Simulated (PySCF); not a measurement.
PySCF 2.14.0, CCSD(T) (frozen core)/cc-pvdz: cluster of 4 water molecules, 12 atoms. The geometry is a generated start, not checked to be a minimum at this level.

| Property | Result |
|---|---|
| task | ccsd(t) |
| method | hf |
| basis | cc-pvdz |
| two-electron scheme | exact four-centre integrals |
| frozen core | true |
| mol.max_memory | 32000 MB |
| mf.init_guess | minao (default) |
| mf.DIIS | CDIIS (default) |
| mf.diis_space | 8 (default) |
| mf.conv_tol | 1e-09 (default) |
| basis functions | 96 |

Machine: one whole node, Arm Neoverse V2, 96 cores on 1 socket, no SMT, 1 L3 cache group.

Each time is the median wall time of two to five repeats, run one at a time on the otherwise empty machine; start-up is included. Processes are pinned to neighbouring cores unless said otherwise. Build: PyPI wheel: OpenMP (GNU), a bundled serial OpenBLAS 0.3.3 under its C layer, NumPy's threaded OpenBLAS held to generic ARMv8 kernels, libcint, Libxc. Other compilers and libraries give other times. Scratch files lie in a memory file system.

Started as
```bash
OMP_NUM_THREADS=32 OPENBLAS_NUM_THREADS=1 python -u run.py
```
(32 threads, 1 BLAS thread, two_electron_scheme = exact four-centre integrals) it takes 11 s and 11 Fock builds (products with the orbital Hessian counted alike).

**Question.** What happens to the run time with two_electron_scheme = density fitting?

**Answer.** About 36 s (2 runs within 3 %): 3.1× as long. The largest move is in CCSD iterations and the steps ahead of them: 3.1 s to 27 s. Change in the result: energy 0.41 meV/atom.
